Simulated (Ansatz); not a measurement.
CsCl-type MgO (model structure) was calculated with HSE06 (Ansatz, a first-principles code, PAW).

Run with plane-wave cutoff 500 eV, 10×10×10 k mesh, Fermi–Dirac smearing 0.05 eV, scalar-relativistic PAW data made under PBE.

Cell (relaxed at this level):

```
MgO
1.0
    2.61930     0.00000     0.00000
    0.00000     2.61930     0.00000
    0.00000     0.00000     2.61930
Mg O
1 1
Direct
  0.00000   0.00000   0.00000
  0.50000   0.50000   0.50000
```

What does this level give for the band gap?


- band gap: 4.24 eV (on the SCF k mesh)

Note: exact exchange on metals is sensitive to the k mesh and can open a false gap; the relaxation could raise the start's symmetry but not lower it, so the cell can be a saddle point.

Static lattice: no zero-point or thermal effects.

A model structure was made by putting elements into a prototype or built by hand; it is no filed structure, need not be a known phase, and can be a saddle point held by its symmetry.
